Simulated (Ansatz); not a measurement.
**BAs: isotropic strain +1.00 %**

Consider BAs in the zinc blende structure (space group F-43m, No. 216; a = 4.784 Å).

Now apply this change: the cell is scaled by 1.0100 in all directions, atoms relaxed at fixed cell.

Method: Ansatz (a program for electronic structure), r2SCAN, PAW, cutoff 500 eV, no SOC. k-mesh 12×12×12 (Γ-centred); smearing 0.05 eV (Fermi–Dirac).

The volume per atom grows by 0.41 Å³ to 14.10 Å³ and the space group is still F-43m (No. 216). The shortest interatomic distance increases by 0.021 Å, from 2.071 Å to 2.092 Å and the energy rises by 5.2 meV/atom. The band gap rises by 0.03 eV to 1.41 eV and the gap character stays indirect, Γ → Γ–X (76 % along). The smallest direct gap decreases by 0.033 eV (3.44 eV → 3.40 eV) and the mean gap deformation potential ΔEg/Δln V amounts to +1.0 eV. The width of the top valence band decreases by 0.18 eV, from 5.41 eV to 5.23 eV and the electron mass is still 1.1 mₑ along k, 0.21 mₑ across (off the special points). The hole mass (degenerate bands, along [100]) changes from 0.21, 0.22, 0.22 mₑ (at Γ) to 0.20, 0.22, 0.22 mₑ (at Γ) and the valley order (the lowest conduction-band minima on the path, energy above the VBM, named in the base's zone) changes from a point along ⟨100⟩, about 1.0 Å⁻¹ from Γ 1.38 eV; L along ⟨111⟩ 2.94 eV to a point along ⟨100⟩, about 1.0 Å⁻¹ from Γ 1.41 eV; L along ⟨111⟩ 2.76 eV.

Final structure:

```xyz
2
Lattice="0.0000 2.4158 2.4158 2.4158 0.0000 2.4158 2.4158 2.4158 0.0000" Properties=species:S:1:pos:R:3 pbc="T T T"
B      0.0000     0.0000     0.0000
As     1.2079     1.2079     1.2079
```

Masses are band curvatures over ±0.01 Å⁻¹ around the edge. Along k means along the line from Γ to the band edge. Whether these cells are dynamically stable was not tested.
